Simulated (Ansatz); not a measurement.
SrTiO3: response to strain

Consider SrTiO₃ in the cubic perovskite structure (space group Pm-3m, No. 221; a = 3.891 Å). Axes: x, y, z lie along the cube axes.

Strains are applied to the cell and any free atomic positions relax.

Level of theory: PBEsol, PAW, 420 eV (Ansatz, a quantum-chemistry and plane-wave program; no spin-orbit coupling).

Notes on the quantities. energy relative to the base: free energy F.

```csv
change,shortest interatomic distance,smallest direct gap,energy relative to the base
base,194.6 pm,2.19 eV,0 meV/atom
uniaxial strain ε_zz = −3.00 %,188.7 pm,2.16 eV,+13 meV/atom
uniaxial strain ε_zz = −2.40 %,189.9 pm,2.17 eV,+8.1 meV/atom
uniaxial strain ε_zz = −1.80 %,191.1 pm,2.18 eV,+4.4 meV/atom
uniaxial strain ε_zz = −1.20 %,192.2 pm,2.18 eV,+1.9 meV/atom
uniaxial strain ε_zz = −0.60 %,193.4 pm,2.19 eV,+0.5 meV/atom
```

No phonon test of stability was made. All final runs are without spin polarisation. Many cubic perovskites are stable only at high temperature; tilts and polar distortions were not tested.
